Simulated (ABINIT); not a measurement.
ABINIT run on LiBr (Fm-3m, 2 atoms in the cell): self-consistent single point.

Method of the run: PBE, PAW (JTH v2.0 PBE PAW) (plane waves; ABINIT).

The change in words: lattice scaled by 0.98. Reference geometry:
```yaml
crystal:
  lattice:
    - [0.00000, 2.75000, 2.75000]
    - [2.75000, 0.00000, 2.75000]
    - [2.75000, 2.75000, 0.00000]
  atoms:
    - { symbol: Li, position: [0.00000, 0.00000, 0.00000] }
    - { symbol: Br, position: [0.50000, 0.50000, 0.50000] }
```

Reference input (self-consistent single point, DFT, PBE, plane waves, PAW (JTH v2.0 PBE PAW)): pseudos = [Li.GGA_PBE-JTH.xml, Br.GGA_PBE-JTH.xml]; ecut = 40 Ry; pawecutdg = 80 Ry; pawxcdev = 0; occopt = 3; tsmear = 0.05 eV; ngkpt = 10 10 10; nshiftk = 1; shiftk = 0 0 0; potentials = JTH v2.0 PBE PAW; nband = 10; kptopt = 1. This run's input differs from it in these lines:

```diff
@@ -5,5 +5,5 @@
 rprim
-        -0.0000000000    2.7500000000    2.7500000000
-         2.7500000000    0.0000000000    2.7500000000
-         2.7500000000    2.7500000000    0.0000000000
+         0.0000000000    2.6950000000    2.6950000000
+         2.6950000000    0.0000000000    2.6950000000
+         2.6950000000    2.6950000000   -0.0000000000
 natom 2
```

The program printed (abridged):

```
--- !BeginCycle
solver: {iscf: 17, nstep: 50, nline: 4, wfoptalg: 10, }
tolerances: {tolvrs: 1.00E-11, }
...

     iter   Etot(hartree)      deltaE(h)  residm     nres2
 ETOT  1  -21.135570058569    -2.114E+01 6.308E-01 8.472E-01
 ETOT  2  -21.235550414296    -9.998E-02 2.795E-02 1.603E-01
 ETOT  3  -21.234999138712     5.513E-04 8.121E-03 4.841E-02
 ETOT  4  -21.235028522774    -2.938E-05 1.059E-03 2.051E-03
 ETOT  5  -21.235047867757    -1.934E-05 2.536E-04 1.931E-04
   [... 2 lines left out ...]
 ETOT  8  -21.235047721581    -5.901E-10 2.054E-05 1.433E-08
 ETOT  9  -21.235047721625    -4.393E-11 3.731E-06 1.994E-09
 ETOT 10  -21.235047721647    -2.203E-11 1.901E-05 5.024E-11
 ETOT 11  -21.235047721650    -3.553E-12 3.538E-06 4.690E-12
 At SCF step   11       nres2   =  4.69E-12 < tolvrs=  1.00E-11 =>converged.

 Cartesian components of stress tensor (hartree/bohr^3)
  sigma(1 1)= -5.93901988E-05  sigma(3 2)=  0.00000000E+00
  sigma(2 2)= -5.93901988E-05  sigma(3 1)=  0.00000000E+00
  sigma(3 3)= -5.93901988E-05  sigma(2 1)=  0.00000000E+00

 ----iterations are completed or convergence reached----

 reduced coordinates (array xred) for    2 atoms
       0.000000000000      0.000000000000      0.000000000000
       0.500000000000      0.500000000000      0.500000000000
 cartesian forces (eV/Angstrom) at end:
    1     -0.00000000000000    -0.00000000000000    -0.00000000000000
    2     -0.00000000000000    -0.00000000000000    -0.00000000000000
 frms,max,avg= 0.0000000E+00 0.0000000E+00   0.000E+00  0.000E+00  0.000E+00 e/A
   [... lines left out ...]
 Fermi (or HOMO) energy (hartree) =   0.04792   Average Vxc (hartree)=  -0.32268
   [... lines left out ...]
'-kT*entropy'       :  7.83995577207979E-16
total_energy        : -2.12350481517483E+01
total_energy_eV     : -5.77835046542806E+02
...

-Cartesian components of stress tensor (GPa)         [Pressure=  1.7473E+00 GPa]
- sigma(1 1)= -1.74731968E+00  sigma(3 2)=  0.00000000E+00
- sigma(2 2)= -1.74731968E+00  sigma(3 1)=  0.00000000E+00
- sigma(3 3)= -1.74731968E+00  sigma(2 1)=  0.00000000E+00

 Calculation completed.
```

The run converged in 11 iterations. Against the reference run the free energy goes up by 8.0 meV/atom, the pressure goes from -0.07 to 1.75 GPa and the gap on the mesh goes from 4.927 to 5.202 eV.

The starting cell has typed, rounded lattice constants, without a prior relaxation at this level. For this run, on top of that: lattice scaled by 0.98.

Cost on one core of a shared machine: roughly 50 s.
